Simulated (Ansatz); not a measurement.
The starting structures come from a database of crystals and need not be the phases stable at ambient conditions.

Given:

```
CELL_PARAMETERS angstrom
      7.89076     0.00000     0.00000
      0.00000     8.01761     0.00000
      0.00000     2.17747     3.56605
ATOMIC_POSITIONS crystal
  Ba 0.61289 0.23948 0.01052
  Ba 0.38711 0.76052 0.98948
  Ba 0.11289 0.26052 0.48948
  Ba 0.88711 0.73948 0.51052
  H  0.31918 0.47184 0.77816
  H  0.68082 0.52816 0.22184
  H  0.81918 0.02816 0.72184
  H  0.18082 0.97184 0.27816
  H  0.07157 0.64508 0.10492
  H  0.92843 0.35492 0.89508
  H  0.57157 0.85492 0.39508
  H  0.42843 0.14508 0.60492
```

Space group of this cell: Pnma. The cell is taken as given; by r2SCAN its mean pressure is -0.5 GPa.

Transport runs along the normal of the first two printed cell vectors.

The gap is the functional's own, uncorrected, and κ follows it; spin-orbit coupling is left out. Mid-gap values are interpolated between the computed energies.

**Question.** Predict the band gap and the smallest decay constant κ at mid-gap from r2SCAN run with Ansatz (an electronic-structure program).

**Answer.** Gap 3.32 eV on a 4×8×8 mesh; κ = 0.377 1/Å, at (0.000, 0.250) of the in-plane reciprocal vectors. At the zone centre, at the nearest computed energy, the slowest state has κ = 0.41 1/Å.
